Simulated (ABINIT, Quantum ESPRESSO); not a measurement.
A Quantum ESPRESSO input for a self-consistent single point of HgI₂ (Cmc2_1, 6 atoms in the cell) (DFT, PBEsol, plane waves, GBRV 1.5 ultrasoft (PBESOL) pseudopotentials):

```fortran
&control
 calculation = 'scf'
 prefix = 'run'
 outdir = './tmp'
 pseudo_dir = './'
 tprnfor = .true.
 tstress = .true.
/
&system
 ibrav = 0
 nat = 6
 ntyp = 2
 ecutwfc = 40
 ecutrho = 200
 occupations = 'fixed'
 nbnd = 32
/
&electrons
 conv_thr = 1.0d-10
/
ATOMIC_SPECIES
Hg   200.5920  hg_pbesol_v1.uspp.F.UPF
I    126.9045  i_pbesol_v1.uspp.F.UPF
ATOMIC_POSITIONS alat
Hg    0.5544658889   -0.2604972635    0.0039069731
Hg    0.5544658889    0.2604972635    1.5666962245
I     0.5544658889   -0.1708519845    1.9725525931
I     0.5544658889    0.1708519845    0.4097633417
I     0.5544658889    0.6907812872    1.1594020898
I     0.5544658889   -0.6907812872    2.7221913411
K_POINTS automatic
4 4 1  0 0 0
CELL_PARAMETERS bohr
   4.5679140186    -6.8560529918     0.0000000000
   4.5679140186     6.8560529918     0.0000000000
   0.0000000000     0.0000000000    25.7497785605
```

Task: Write the same calculation as an input for ABINIT.

Result: One input that does it (others would too):

```
# HgI2, PseudoDojo nc-sr-04 PBEsol standard
pp_dirpath "./"
pseudos "Hg.upf, I.upf"
acell 3*1.0 Angstrom
rprim
         2.4172360000   -3.6280670000    0.0000000000
         2.4172360000    3.6280670000    0.0000000000
         0.0000000000    0.0000000000   13.6261960000
natom 6
ntypat 2
znucl 80 53
typat 1 1 2 2 2 2
xred
         0.6565100000    0.3434900000    0.0012500000
         0.3434900000    0.6565100000    0.5012500000
         0.6026500000    0.3973500000    0.6311000000
         0.3973500000    0.6026500000    0.1311000000
         0.0849700000    0.9150300000    0.3709400000
         0.9150300000    0.0849700000    0.8709400000
ecut 35
ixc -116133
occopt 1
nband 38
kptopt 1
ngkpt 4 4 1
nshiftk 1
shiftk 0 0 0
nstep 80
tolvrs 1.0e-11
diemac 6
prtwf 0
prtden 0
prtvol 1
```

Basis settings and potentials, where a program has them, do not carry over. This input uses DFT, PBEsol, plane waves, norm-conserving pseudopotentials (PseudoDojo nc-sr-04 PBEsol standard).

The starting cell comes from a database of computed structures (which also holds hypothetical and non-ambient phases and stackings), without a prior relaxation at this level. Its lattice was rescaled by a random factor within 2.5 % of one. For this run, on top of that: lattice scaled by 0.98.
